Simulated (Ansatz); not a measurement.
Density of states of KBr (Fm-3m) above the conduction band minimum, PBEsol, rigid bands (Ansatz, a first-principles code); cell volume 70.2 Å³.

(energy from edge (eV), 10⁻³ states/eV/cell): (0.006, 9.04); (0.031, 19.8); (0.056, 26.7); (0.081, 31.9); (0.106, 37.2); (0.131, 42.0); (0.156, 46.8); (0.181, 51.8); (0.206, 56.1); (0.231, 60.0); (0.256, 63.7); (0.281, 68.8); (0.319, 73.1); (0.344, 78.0); (0.369, 82.4); (0.394, 85.5); (0.419, 90.9); (0.444, 93.8); (0.469, 98.3); (0.494, 102); (0.519, 106); (0.544, 110); (0.569, 114); (0.594, 117)

Task: What effective density of states at 300 K does this give (∫ g(E) exp(−E/k_BT) dE, both spins, divided by the cell's size)?

Result: 6.0e18 cm⁻³, a density-of-states mass of 0.39 mₑ, valleys and band degeneracy included.

Spin-orbit coupling is left out. Geometry: cell and atoms relaxed with PBEsol.
